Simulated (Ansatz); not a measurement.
The structure below was relaxed with Ansatz (a first-principles code), r2SCAN, PAW, cutoff 500 eV, no SOC, earlier PAW set.

Space group I4/mmm (No. 139); a = 4.872 Å, b = 4.872 Å, c = 9.532 Å, α = 90.00°, β = 90.00°, γ = 90.00°

```tsv
atom	site	symmetry	x	y	z
Y	2b	4/mmm	0.0000	0.0000	0.5000
Y	4d	-4m2	0.0000	0.5000	0.2500
Ti	2a	4/mmm	0.0000	0.0000	0.0000
```

Problem. Write out a cell with all atoms.

Solution. 
```xyz
8
Lattice="4.8719 0.0000 0.0000 0.0000 4.8719 0.0000 0.0000 0.0000 9.5323" Properties=species:S:1:pos:R:3 pbc="T T T"
Y      2.4359     2.4359     0.0000
Y      0.0000     2.4359     2.3831
Y      2.4359     0.0000     2.3831
Ti     0.0000     0.0000     0.0000
Y      0.0000     0.0000     4.7662
Y      2.4359     0.0000     7.1493
Y      0.0000     2.4359     7.1493
Ti     2.4359     2.4359     4.7662
```
This is the conventional cell.

Whether these cells are dynamically stable was not tested. The final runs are not spin-polarised. An odd electron count without spin: Y3Ti. The cell was made from TiAl3 by this change: Al → Y; the result is a hypothetical phase, not in the database extracts checked. Y3Ti has a high density of states at the Fermi level and may be magnetic at this level.
